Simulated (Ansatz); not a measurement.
The parent structure is ZnSiP2 in the chalcopyrite structure (space group I-42d, No. 122; a = 5.353 Å, c = 10.445 Å). Axes: x, y, z lie along a, b, c of the conventional cell.

Method: PBEsol (Ansatz, a first-principles code; PAW; 420 eV plane waves; no SOC).

Base values:

```
Property              Result
-------------------  -------
Smallest direct gap  1.16 eV
```

It is then changed as follows: the cell is compressed by 4.59 % along y with no lateral relaxation, atoms relaxed at fixed cell.

Problem. What happens to the smallest direct gap and stress?

Solution. The smallest direct gap falls by 0.055 eV, from 1.16 eV to 1.11 eV; the stress (xx, yy, zz, yz, xz, xy; compression positive) amounts to (3.54, 6.98, 3.73, 0.00, 0.00, 0.00) GPa.

The cells carry an imposed strain or load. Stability against distortions was not tested.
